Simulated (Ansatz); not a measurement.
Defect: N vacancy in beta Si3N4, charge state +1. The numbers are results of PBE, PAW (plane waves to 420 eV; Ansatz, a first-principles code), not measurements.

224-site cell at the relaxed PBE lattice, the Γ point alone, smearing 0.01 eV, spin-restricted, no finite-size correction. Static, classical nuclei. The charge state is imposed; whether it is stable for some Fermi level was not computed. Forms of the defect that were not tried may lie lower.

Barriers: single points on a 2×2×2 k-point mesh shifted by half a step along c at the bands' geometries.

Relaxed starting cell (atoms counted from 1):

```
N127Si96
1.0
   15.32742     0.00000     0.00000
   -7.66371    13.27393     0.00000
    0.00000     0.00000    11.70640
Si N
96 127
Direct
  0.20249   0.08719   0.18746
  0.20260   0.08800   0.43787
  0.20263   0.08777   0.68746
  0.20260   0.08800   0.93706
  0.20281   0.58740   0.18746
  0.20280   0.58746   0.43747
  0.20279   0.58746   0.68746
  0.20280   0.58746   0.93746
  0.70243   0.08721   0.18746
  0.70232   0.08730   0.43734
  0.70236   0.08746   0.68746
  0.70232   0.08730   0.93759
  0.70308   0.58804   0.18746
  0.70296   0.58796   0.43747
  0.70313   0.58809   0.68746
  0.70296   0.58796   0.93746
  0.11494   0.20313   0.06173
  0.11494   0.20313   0.31319
  0.11458   0.20291   0.56275
  0.11458   0.20291   0.81218
  0.11522   0.70271   0.06247
  0.11522   0.70271   0.31245
  0.11523   0.70292   0.56248
  0.11523   0.70292   0.81245
  0.61556   0.20369   0.06274
  0.61556   0.20369   0.31218
  0.61502   0.20327   0.56246
  0.61502   0.20327   0.81247
  0.61541   0.70319   0.06247
  0.61541   0.70319   0.31246
  0.61529   0.70312   0.56247
  0.61529   0.70312   0.81246
  0.41247   0.11564   0.18746
  0.41174   0.11495   0.43786
  0.41198   0.11522   0.68746
  0.41174   0.11495   0.93707
  0.41254   0.61557   0.18746
  0.41245   0.61538   0.43734
  0.41229   0.61525   0.68746
  0.41245   0.61538   0.93759
  0.91171   0.11538   0.18746
  0.91179   0.11535   0.43746
  0.91166   0.11539   0.68746
  0.91179   0.11535   0.93747
  0.91234   0.61574   0.18746
  0.91228   0.61568   0.43747
  0.91229   0.61568   0.68746
  0.91228   0.61568   0.93746
  0.29603   0.41224   0.06273
  0.29603   0.41224   0.31219
  0.29647   0.41211   0.56246
  0.29647   0.41211   0.81246
  0.29661   0.91214   0.06173
  0.29661   0.91214   0.31319
  0.29684   0.91202   0.56275
  0.29684   0.91202   0.81218
  0.79703   0.41285   0.06247
  0.79703   0.41285   0.31245
  0.79683   0.41266   0.56248
  0.79683   0.41266   0.81245
  0.79656   0.91257   0.06247
  0.79656   0.91257   0.31246
  0.79663   0.91252   0.56247
  0.79663   0.91252   0.81246
  0.08689   0.38452   0.06247
  0.08689   0.38452   0.31246
  0.08708   0.38451   0.56248
  0.08708   0.38451   0.81244
  0.08752   0.88416   0.06274
  0.08752   0.88416   0.31219
  0.08765   0.88472   0.56246
  0.08765   0.88472   0.81246
  0.58762   0.38482   0.06171
  0.58762   0.38482   0.31321
  0.58773   0.38517   0.56275
  0.58773   0.38517   0.81217
  0.58718   0.88434   0.06247
  0.58718   0.88434   0.31246
  0.58723   0.88446   0.56247
  0.58723   0.88446   0.81246
  0.38420   0.29740   0.18746
  0.38480   0.29715   0.43787
  0.38453   0.29711   0.68746
  0.38480   0.29715   0.93705
  0.38437   0.79668   0.18746
  0.38440   0.79679   0.43746
  0.38436   0.79662   0.68746
  0.38440   0.79679   0.93746
  0.88400   0.29694   0.18746
  0.88406   0.29695   0.43747
  0.88407   0.29696   0.68746
  0.88406   0.29695   0.93746
  0.88418   0.79732   0.18746
  0.88438   0.79743   0.43734
  0.88450   0.79738   0.68746
  0.88438   0.79743   0.93759
  0.33305   0.16670   0.43221
  0.33305   0.16670   0.68746
  0.33305   0.16670   0.94272
  0.33308   0.66641   0.18746
  0.33311   0.66641   0.43711
  0.33308   0.66634   0.68746
  0.33311   0.66641   0.93781
  0.83273   0.16667   0.18746
  0.83270   0.16664   0.43711
  0.83266   0.16667   0.68746
  0.83270   0.16664   0.93782
  0.83334   0.66702   0.18746
  0.83335   0.66705   0.43711
  0.83341   0.66708   0.68746
  0.83335   0.66705   0.93781
  0.16616   0.33304   0.06283
  0.16616   0.33304   0.31209
  0.16624   0.33317   0.56224
  0.16624   0.33317   0.81268
  0.16670   0.83345   0.06283
  0.16670   0.83345   0.31210
  0.16658   0.83341   0.56224
  0.16658   0.83341   0.81268
  0.66629   0.33358   0.06283
  0.66629   0.33358   0.31209
  0.66633   0.33351   0.56224
  0.66633   0.33351   0.81268
  0.66638   0.83337   0.06250
  0.66638   0.83337   0.31243
  0.66638   0.83337   0.56239
  0.66638   0.83337   0.81254
  0.15104   0.16553   0.18746
  0.14885   0.16477   0.43763
  0.14883   0.16479   0.68746
  0.14885   0.16477   0.93729
  0.14936   0.66497   0.18746
  0.14938   0.66506   0.43741
  0.14928   0.66499   0.68746
  0.14938   0.66506   0.93752
  0.64808   0.16442   0.18746
  0.64782   0.16439   0.43701
  0.64847   0.16484   0.68746
  0.64782   0.16439   0.93791
  0.64951   0.66527   0.18746
  0.64939   0.66520   0.43742
  0.64941   0.66525   0.68746
  0.64939   0.66520   0.93751
  0.48308   0.15097   0.06291
  0.48308   0.15097   0.31201
  0.48375   0.14997   0.56228
  0.48375   0.14997   0.81265
  0.48433   0.64925   0.06254
  0.48433   0.64925   0.31239
  0.48418   0.64911   0.56240
  0.48418   0.64911   0.81252
  0.98428   0.14920   0.06277
  0.98428   0.14920   0.31216
  0.98385   0.14949   0.56243
  0.98385   0.14949   0.81249
  0.98441   0.64993   0.06249
  0.98441   0.64993   0.31244
  0.98433   0.64979   0.56240
  0.98433   0.64979   0.81252
  0.33532   0.48401   0.18746
  0.33535   0.48380   0.43702
  0.33491   0.48399   0.68746
  0.33535   0.48380   0.93791
  0.33422   0.98582   0.18746
  0.33498   0.98443   0.43763
  0.33495   0.98439   0.68746
  0.33498   0.98443   0.93729
  0.83477   0.48472   0.18746
  0.83468   0.48466   0.43740
  0.83475   0.48463   0.68746
  0.83468   0.48466   0.93752
  0.83448   0.98458   0.18746
  0.83455   0.98454   0.43742
  0.83450   0.98451   0.68746
  0.83455   0.98454   0.93751
  0.34881   0.33252   0.06289
  0.34881   0.33252   0.31203
  0.34979   0.33415   0.56228
  0.34979   0.33415   0.81265
  0.35055   0.83542   0.06276
  0.35054   0.83541   0.31216
  0.35026   0.83470   0.56243
  0.35026   0.83470   0.81249
  0.84981   0.33482   0.06249
  0.84981   0.33482   0.31244
  0.84995   0.33488   0.56240
  0.84995   0.33488   0.81252
  0.85050   0.83543   0.06254
  0.85050   0.83543   0.31239
  0.85064   0.83542   0.56240
  0.85064   0.83542   0.81252
  0.16725   0.01664   0.06290
  0.16725   0.01664   0.31203
  0.16560   0.01599   0.56228
  0.16560   0.01599   0.81265
  0.16493   0.51533   0.06249
  0.16493   0.51533   0.31244
  0.16487   0.51542   0.56240
  0.16487   0.51542   0.81252
  0.66432   0.01542   0.06254
  0.66432   0.01542   0.31239
  0.66433   0.01557   0.56240
  0.66433   0.01558   0.81252
  0.66434   0.51548   0.06276
  0.66434   0.51548   0.31216
  0.66505   0.51590   0.56243
  0.66505   0.51590   0.81249
  0.01502   0.35038   0.18746
  0.01509   0.35037   0.43741
  0.01511   0.35047   0.68746
  0.01509   0.35037   0.93752
  0.01574   0.85166   0.18746
  0.01596   0.85191   0.43702
  0.01576   0.85127   0.68746
  0.01596   0.85191   0.93791
  0.51395   0.34877   0.18746
  0.51533   0.35091   0.43763
  0.51536   0.35092   0.68746
  0.51533   0.35091   0.93729
  0.51517   0.85024   0.18746
  0.51521   0.85036   0.43742
  0.51524   0.85034   0.68746
  0.51521   0.85036   0.93751
```
Cell charge +1.

End state 1 differs by these moves (Å; atoms that move under 0.08 Å are left out):

```
atom  element     Δx     Δy     Δz
----  -------  -----  -----  -----
26         Si   0.77   0.41   0.00
33         Si  -0.01   0.00   0.13
34         Si  -0.01   0.01  -0.13
58         Si  -0.03   0.15   0.00
121         N   0.03   0.08   0.00
136         N   0.08   0.03   0.01
137         N   0.08   0.03   0.00
145         N  -2.43   0.22  -1.45
168         N   0.07   0.04  -0.02
169         N   0.07   0.04   0.02
185         N  -0.21  -0.20   0.00
```

Q: Give the forward and backward barriers to end state 1 at the level PBE, PAW.

A: forward 5.09 eV, backward 4.96 eV; at the saddle point atom 145 has neighbours Si at 1.69, Si at 1.99, Si at 2.02 Å. The program found a first-order saddle point.
